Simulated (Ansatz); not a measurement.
Worked example: self-consistent single point of NiAl (P4mm, 2 atoms in the cell) in Ansatz (a program for electronic structure).

Level of theory: LDA (PW92), PAW files made with PBE (plane waves; Ansatz).

```xyz
2
Lattice="2.8813 0.0000 0.0000 0.0000 2.8813 0.0000 0.0000 0.0000 2.8813" Properties=species:S:1:pos:R:3 pbc="T T T"
Al     1.4407     1.4407     1.4907
Ni     0.0000     0.0000     0.0000
```

Reference input (self-consistent single point, DFT, LDA (PW92), plane waves, PAW files made with PBE): basis.ecutwfc = 420 eV; kpoints.mp_grid.grid = 11 11 11; hamiltonian.xc = lda; hamiltonian.pseudopotentials = {kind: paw} (the program's default PAW files); scf.occupations.method = fermi_dirac; scf.occupations.width = 0.1 eV. This run's input differs from it in these lines:

Ansatz 0.2 input:
```diff
@@ -11,3 +11,3 @@
 kpoints:
-  mp_grid: { grid: [11, 11, 11] }
+  mp_grid: { grid: [18, 18, 18] }
 hamiltonian:
@@ -16,3 +16,3 @@
 scf:
-  occupations: { method: fermi_dirac, width: 0.1 }
+  occupations: { method: gaussian, width: 0.5 }
 output:
```

Output (repeated stretches shortened):

```
SCF iter   1: F=—  HF=-6288.104516 eV  |F-HF|=—  |Δ(HF+E_count)|=         —  Δρ=8.28e-2  dr2=1.69e0  ethr=3.10e-3  ⟨swp⟩=4.0  Hψ=36318  notcnv=0
all-band conjugate gradients solve this SCF's bands
preconditioner: auto → none
SCF iter   2: F=—  HF=-6287.914532 eV  |F-HF|=—  |Δ(HF+E_count)|=   1.90e-1  Δρ=6.16e-2  dr2=9.95e-1  ethr=3.10e-3  ⟨swp⟩=1.1  Hψ=12690  notcnv=0
   [... lines left out ...]
SCF iter   5: F=—  HF=-6287.685708 eV  |F-HF|=—  |Δ(HF+E_count)|=   1.70e-4  Δρ=1.06e-3  dr2=1.33e-4  ethr=1.98e-5  ⟨swp⟩=2.3  Hψ=11200  notcnv=0  defer=13
SCF iter   6: F=—  HF=-6287.685674 eV  |F-HF|=—  |Δ(HF+E_count)|=   3.44e-5  Δρ=2.65e-4  dr2=9.97e-6  ethr=6.33e-7  ⟨swp⟩=2.6  Hψ=13725  notcnv=0  defer=13
SCF iter   7: F=—  HF=-6287.685681 eV  |F-HF|=—  |Δ(HF+E_count)|=   7.41e-6  Δρ=5.20e-5  dr2=5.03e-7  ethr=4.75e-8  ⟨swp⟩=2.4  Hψ=11418  notcnv=0  defer=25
SCF iter   8: F=-6287.685681 eV  HF=-6287.685681 eV  |F-HF|=3.27e-9  |Δ(HF+E_count)|=   6.41e-8  Δρ=3.89e-6  dr2=2.45e-9  ethr=4.76e-10  ⟨swp⟩=5.3  Hψ=37026  notcnv=0
SCF 1 converged in 8 iterations: F = -6287.685681 eV  dr2 = 2.45e-9
Free energy (F): -6287.685681 eV
Internal energy: -6287.579778 eV  (E = F + TS)
E sigma→0 (E₀):  -6287.632730 eV
Entropy (-TS):   -0.105903 eV (-52.951 meV/atom)
Fermi energy:    13.568708 eV
--- Forces (eV/Å), atoms counted from 1 ---
  atom   1  Al     0.00000000     0.00000000    -0.25966266
  atom   2  Ni    -0.00000000     0.00000000     0.25965840
--- Stress (GPa, compression-positive) ---
       -8.073276       0.000000       0.000000
        0.000000      -8.073276       0.000000
        0.000000       0.000000      -8.176520
  P = ⅓ Tr σ = -8.1077 GPa (-81.077 kbar)
  The stress holds the Pulay correction. Without it, at fixed plane waves, as pw.x and ABINIT print it: P = -8.1556 GPa
```

The run converged in 8 iterations. Against the reference run the free energy goes down by 19.9 meV/atom, the pressure goes from -8.24 to -8.11 GPa and the largest force moves little (0.259 to 0.260 eV/Å).

The starting cell has typed, rounded lattice constants, without a prior relaxation at this level. Its lattice was rescaled by up to half a per cent. One atom was moved a little off its site on purpose. Spin polarisation is off. With a pressure of about -8 GPa the cell is away from its equilibrium volume at this level. Ansatz's pressure includes its estimate of the finite-basis (Pulay) stress.
